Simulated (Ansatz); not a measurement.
Results of HSE06 (PAW; Ansatz, a first-principles code) for CsCl-type AuZn (cubic form, which distorts at low temperature).

Settings: plane-wave cutoff 500 eV, 8×8×8 k mesh, Fermi–Dirac smearing 0.1 eV, scalar-relativistic PAW data made under PBE.

Computed at the level's own relaxed cell.

Problem. Estimate the volume per atom and lattice parameter a that the calculation returns.

Solution. 
- volume per atom = 15.92 Å³/atom
- lattice parameter a = 3.169 Å

Note: exact exchange on metals is sensitive to the k mesh and can open a false gap; the run warned that the count of filled bands differs between k points; symmetry holds this phase in the static calculation, where it need not be a minimum.

Spin–orbit coupling is not included; it can shift volumes and moduli of such heavy elements.

Computed values are for the static lattice.

Computing time: about 7 core-minutes (a rough figure).
